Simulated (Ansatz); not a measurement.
## Pressure series in SnS2

The parent structure is SnS2 in the CdI2 type structure (space group P-3m1, No. 164; a = 3.626 Å, c = 5.573 Å; layered, stacked along the Cartesian z axis).

Cell and atoms are relaxed at each pressure.

Method: PBEsol-D3(BJ) (Ansatz, a first-principles code), scalar-relativistic without spin-orbit coupling.

Only one of these keeps a band gap. Which?
A) pressure 18 GPa
B) pressure 30 GPa
C) pressure 45 GPa
D) pressure −1 GPa

D, pressure −1 GPa. Computed: pressure 45 GPa: zero; pressure 30 GPa: zero; pressure 18 GPa: zero; pressure −1 GPa: 1.10 eV

A case with no gap was solved on a k-mesh chosen for an insulator, which is coarse for it. Load acts through the strain it causes; cell and atoms are relaxed under it. No phonon test of stability was made. No other phases were tried under pressure. The final runs are not spin-polarised. The zero or small gap of SnS2 under pressure 30 GPa and SnS2 under pressure 18 GPa can change with the level of theory.
